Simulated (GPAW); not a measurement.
Input and output of a self-consistent single point for Ca (Fm-3m, 1 atom in the cell) (GPAW)

Method: PBE, GPAW PAW datasets PBE (gpaw-data 1.0.1) (plane waves; GPAW).

This input was run:

```python
from ase import Atoms
from ase.units import GPa
from gpaw import GPAW

atoms = Atoms(['Ca'],
              cell=[[0.000000, 2.852822, 2.852822],
                    [2.852822, 0.000000, 2.852822],
                    [2.852822, 2.852822, 0.000000]],
              positions=[[0.000000, 0.000000, 0.000000]],
              pbc=True)

calc = GPAW(mode={'name': 'pw', 'ecut': 600},
            xc='PBE',
            kpts={'size': (10, 10, 10), 'gamma': True},
            occupations={'name': 'methfessel-paxton', 'width': 0.272, 'order': 0},
            nbands=-9,
            symmetry={'symmorphic': False, 'tolerance': 0.0005},
            maxiter=150)

atoms.calc = calc

energy = atoms.get_potential_energy()
print('Energy (eV):', round(energy, 6))
forces = atoms.get_forces()
print('Forces (eV/Ang):')
print(forces.round(5))
stress = atoms.get_stress()
print('Stress (GPa, Voigt):', (stress / GPa).round(4))
```

Output (repeated stretches shortened):

```
Input parameters:
  kpts: {gamma: True,
         size: (10, 10, 10)}
  maxiter: 150
  mode: {ecut: 600,
         name: pw}
  nbands: -9
  occupations: {name: methfessel-paxton,
                order: 0,
                width: 0.272}
  symmetry: {symmorphic: False,
             tolerance: 0.0005}
  xc: PBE

species:
  Ca:
    name: Calcium
    Z: 20.0
    valence: 10
    core: 10
    charge: 0.0
    file: Ca.PBE.gz

    # Using partial waves for Ca as LCAO basis

Reference energy: -18510.869232  # eV

Spin-paired calculation

Convergence criteria:
 Maximum [total energy] change in last 3 cyles: 0.0005 eV / valence electron
 Maximum integral of absolute [dens]ity change: 0.0001 electrons / valence electron
 Maximum integral of absolute [eigenst]ate change: 4e-08 eV^2 / valence electron
 Maximum number of scf [iter]ations: 150

Symmetries present (total): 48
Symmetries with fractional translations: 0
1000 k-points: 10 x 10 x 10 Monkhorst-Pack grid + [1/20,1/20,1/20]
47 k-points in the irreducible part of the Brillouin zone
       k-points in crystal coordinates                weights
   0:     0.00000000    0.00000000    0.00000000          1/1000
   1:     0.10000000    0.10000000    0.00000000          6/1000
   2:     0.10000000    0.10000000    0.10000000          8/1000
   [... 7 lines left out ...]
          ...
  46:     0.50000000    0.50000000    0.50000000          4/1000

Wave functions: Plane wave expansion
  Cutoff energy: 600.000 eV
  Number of coefficients (min, max): 1471, 1572
  Pulay-stress correction: 0.000000 eV/Ang^3 (de/decut=0.000000)

Occupation numbers: Methfessel-Paxton:
  width: 0.2720  # eV
  order: 0

Eigensolver

Densities:
  Coarse grid: 24*24*24 grid
  Fine grid: 48*48*48 grid
  Total Charge: 0.000000

Density mixing:
  Method: separate
  Backend: pulay
  Linear mixing parameter: 0.05
  old densities: 5
  Damping of long wavelength oscillations: 50

Hamiltonian:
  XC and Coulomb potentials evaluated on a 48*48*48 grid
  External potential:
    NoExternalPotential

XC parameters: PBE with 2 nearest neighbor stencil

Number of atoms: 1
Number of atomic orbitals: 5
Number of bands in calculation: 14
Number of valence electrons: 10
Bands to converge: occupied

Density initialized from atomic densities
  5 bands from LCAO basis set
  9 bands from random numbers

Atomic positions and initial magnetic moments

Positions:
   0 Ca     0.000000    0.000000    0.000000    ( 0.0000,  0.0000,  0.0000)

Unit cell:
           periodic     x           y           z      points  spacing
  1. axis:    yes    0.000000    2.852822    2.852822    24     0.1373
  2. axis:    yes    2.852822    0.000000    2.852822    24     0.1373
  3. axis:    yes    2.852822    2.852822    0.000000    24     0.1373

  Lengths:   4.034500   4.034500   4.034500
  Angles:   60.000000  60.000000  60.000000

Effective grid spacing dv^(1/3) = 0.1498

     iter     time        total  log10-change:
                         energy   eigst   dens
iter:   1 --:--:--    -1.897027
iter:   2 --:--:--    -2.021603   -0.98  -1.59
iter:   3 --:--:--    -2.025429   -2.13  -1.61
iter:   4 --:--:--    -2.025635c  -2.68  -1.65
iter:   5 --:--:--    -2.026076c  -3.93  -2.28
iter:   6 --:--:--    -2.022630c  -3.57  -2.35
iter:   7 --:--:--    -2.022537c  -4.98  -3.31
iter:   8 --:--:--    -2.022538c  -6.05  -3.51
iter:   9 --:--:--    -2.022505c  -6.17  -3.48
iter:  10 --:--:--    -2.022513c  -7.06  -4.06c
iter:  11 --:--:--    -2.022513c  -8.41c -4.91c

Converged after 11 iterations.

Dipole moment: (0.000000, 0.000000, 0.000000) |e|*Ang

Energy contributions relative to reference atoms: (reference = -18510.869232)

Kinetic:         -1.149953
Potential:       +2.865707
External:        +0.000000
XC:              -3.267351
Entropy (-ST):   -0.045426
Local:           -0.448203
SIC:             +0.000000
--------------------------
Free energy:     -2.045226
Extrapolated:    -2.022513

Showing only first 2 kpts
 Kpt  Band  Eigenvalues  Occupancy
  0     3    -20.35794    2.00000
  0     4     -1.02013    2.00000
  0     5      5.02782    0.00000
  0     6      5.02782    0.00000

  1     3    -20.36134    2.00000
  1     4     -0.81074    2.00000
  1     5      4.82893    0.00000
  1     6      5.10573    0.00000

Fermi level: 2.83869

No gap
No difference between direct/indirect transitions
Energy (eV): -2.022513

Forces in eV/Ang:
  0 Ca    0.00000    0.00000    0.00000

Stress tensor:
     0.008669    -0.000000    -0.000000
    -0.000000     0.008669    -0.000000
    -0.000000    -0.000000     0.008669
Stress (GPa, Voigt): [ 1.3889  1.3889  1.3889 -0.     -0.     -0.    ]
```

The run converged in 11 iterations. GPAW prints stress with tension positive.

The starting cell comes from a database of computed structures (which also holds hypothetical and non-ambient phases and stackings), without a prior relaxation at this level. Its lattice was rescaled by a random factor within 2.5 % of one.
